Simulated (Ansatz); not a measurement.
A calculation on rock-salt ZrN returned lattice constant a 4.612 Å, bulk modulus 240 GPa.

For reference: lattice constant a 4.575 Å (measured, temperature not stated, not corrected to a static lattice, relaxed epitaxial film; as tabulated in Mei et al., J. Vac. Sci. Technol. A 31, 061516 (2013)); bulk modulus 248 GPa (measured, room temperature, no zero-point or thermal correction, our sources range from 215 to 248; as tabulated in Synthesis of Binary Transition Metal Nitrides, Carbides and Borides from the …).

Problem. Which level of theory produced these numbers?
(A) LC-ωPBE (Ansatz, an electronic-structure program)
(B) BLYP (Ansatz)
(C) HSE06-D3(BJ) (Ansatz)
(D) revPBE (Ansatz)

Solution. D, revPBE (Ansatz)

The others give: LC-ωPBE 4.543 Å, 294 GPa; BLYP 4.647 Å, 230 GPa; HSE06-D3(BJ) 4.517 Å, 292 GPa.

Unless a cell is named, each level is at its own relaxed cell (BLYP 12.54, HSE06-D3(BJ) 11.52, LC-ωPBE 11.72, revPBE 12.26 Å³/atom).

Ansatz's density-functional and Hartree–Fock values are scalar-relativistic unless marked +SOC, with PAW data made under PBE.
